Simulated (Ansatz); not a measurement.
Al (model structure, started from the diamond type, Fd-3m, No. 227, 2 atoms in the cell), treated with PBEsol (Ansatz, a first-principles code, PAW).

Numerical settings: plane-wave cutoff 520 eV, 18×18×18 k mesh, Fermi–Dirac smearing 0.05 eV, scalar-relativistic PAW data made under PBE.

Cell (relaxed at this level):

```cif
data_Al2
_chemical_formula_sum 'Al2'
_space_group_name_H-M_alt 'P 1'
_space_group_IT_number 1
_cell_length_a 4.23924
_cell_length_b 4.23924
_cell_length_c 4.23924
_cell_angle_alpha 60.000
_cell_angle_beta 60.000
_cell_angle_gamma 60.000
loop_
_space_group_symop_operation_xyz
  'x, y, z'
loop_
_atom_site_label
_atom_site_type_symbol
_atom_site_fract_x
_atom_site_fract_y
_atom_site_fract_z
_atom_site_occupancy
Al1 Al 0.25000 0.25000 0.25000 1
Al2 Al 0.00000 0.00000 0.00000 1
```

Task: Give the computed bulk modulus B0.

Result: 
- bulk modulus B0: 40.1 GPa

The run finds no gap.

Note: the bulk modulus is −V dP/dV from two relaxed cells at ±2 % in volume; the relaxation could raise the start's symmetry but not lower it, so the cell can be a saddle point.

Static lattice: no zero-point or thermal effects.

A model structure was made by putting elements into a prototype or built by hand; it is no filed structure, need not be a known phase, and can be a saddle point held by its symmetry.
